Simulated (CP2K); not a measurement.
Band structure of Ga2HgTe4 (I-4, 7 atoms in the cell).

```xyz
7
Lattice="7.3993 0.0000 0.0000 2.1988 7.0650 0.0000 -4.7990 -3.5325 4.3863" Properties=species:S:1:pos:R:3 pbc="T T T"
Ga     4.7990     3.5325     0.0000
Ga     1.0994     3.5325     2.1932
Hg     0.0000     0.0000     0.0000
Te     4.7011     0.8950     0.0898
Te     6.0685     4.5785     2.0661
Te    -2.5475     0.6903     4.2965
Te     1.3760     0.9013     2.3203
```

Method: PBEsol, GPW, DZVP-MOLOPT-SR-GTH basis, GTH-PBE potentials (GTH_POTENTIALS) in CP2K.

Settings: CUTOFF = 600 Ry; REL_CUTOFF = 40 Ry; SMEAR/METHOD = FERMI_DIRAC; ELECTRONIC_TEMPERATURE = 116.05 K; KPOINTS/SCHEME = MONKHORST-PACK 3 3 3; XC_FUNCTIONAL = PBE:PBESOL; Ga/BASIS_SET = DZVP-MOLOPT-SR-GTH-q13; Ga/POTENTIAL = GTH-PBE-q13; Hg/BASIS_SET = DZVP-MOLOPT-SR-GTH-q12; Hg/POTENTIAL = GTH-PBE-q12; Te/BASIS_SET = DZVP-MOLOPT-SR-GTH-q6; Te/POTENTIAL = GTH-PBE-q6; METHOD = GPW; EPS_DEFAULT = 1e-11.

The starting cell comes from a database of computed structures (which also holds hypothetical and non-ambient phases and stackings), without a prior relaxation at this level. Spin-orbit coupling is off. Values carry the incompleteness of an atom-centred basis. The potentials were made for another functional than the one used.

Predict the gap along the standard path and the places of the band edges.

The gap along the path is 0.74 eV, direct at Γ to within 0.01 eV.

Levels in eV from the top of the valence band on the SCF mesh, bands 28 to 32:
| point | 28 | 29 | 30 | 31 | 32 |
|---|---|---|---|---|---|
| Γ | -1.86 | -0.21 | 0.00 | 0.00 | 0.74 |
| X | -0.91 | -0.82 | -0.55 | -0.55 | 0.87 |
| Y | -1.05 | -0.89 | -0.86 | -0.57 | 1.26 |
| S | -1.61 | -1.49 | -0.72 | -0.53 | 1.68 |
| Z | -1.37 | -1.37 | -0.95 | -0.95 | 1.13 |
| S1 | -1.61 | -1.49 | -0.72 | -0.53 | 1.68 |
| N | -1.73 | -1.23 | -1.09 | -0.52 | 2.21 |
| P | -0.93 | -0.86 | -0.84 | -0.71 | 1.63 |
| Y1 | -1.05 | -0.89 | -0.86 | -0.57 | 1.26 |

Higher empty bands are left out: an atom-centred basis made for the valence describes them poorly.
